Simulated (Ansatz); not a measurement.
Candidates (primitive cells; geometry: relaxed with this functional, without spin-orbit coupling):
A. Lu3InN (Pm-3m), a = b = c = 4.6180 Å, α = β = γ = 90.00°
B. Ru (P6_3/mmc), a = b = 2.692 Å, c = 4.246 Å, α = β = 90.00°, γ = 120.00°
C. NiSi$_{2}$ (Fm-3m), a = b = c = 3.811 Å, α = β = γ = 60.00°
D. CoSn (P6/mmm), a = b = 5.2210 Å, c = 4.1643 Å, α = β = 90.00°, γ = 120.00°
E. CoSi (P2_13), a = b = c = 4.385 Å, α = β = γ = 90.00°

Question: Put the candidates in order of resistivity at 300 K, lowest first, for PBEsol, DFPT electron-phonon coupling, linearised Boltzmann equation in Ansatz (a program for electronic structure).

Answer: B (6.2 μΩ·cm), C (11.2 μΩ·cm), A (21 μΩ·cm), D (39 μΩ·cm), E (60 μΩ·cm)

Metals; harmonic phonons alone scatter; means over directions. Halving the electron mesh moves these values by up to 8 %; q meshes are mostly untested. Some of the runs warned that the eigensolver left states short of its tolerance. Spin-orbit coupling is left out.

Formula and space group known from diffraction (Crystallography Open Database), not checked to be the room-temperature form: Lu3InN (Pm-3m). Treated as nonmagnetic (a ferromagnetic start lost its moment, other orders weren't tried): CoSi (P2_13), CoSn (P6/mmm), NiSi2 (Fm-3m). The missing spin-orbit coupling matters most for Lu3InN (Pm-3m).
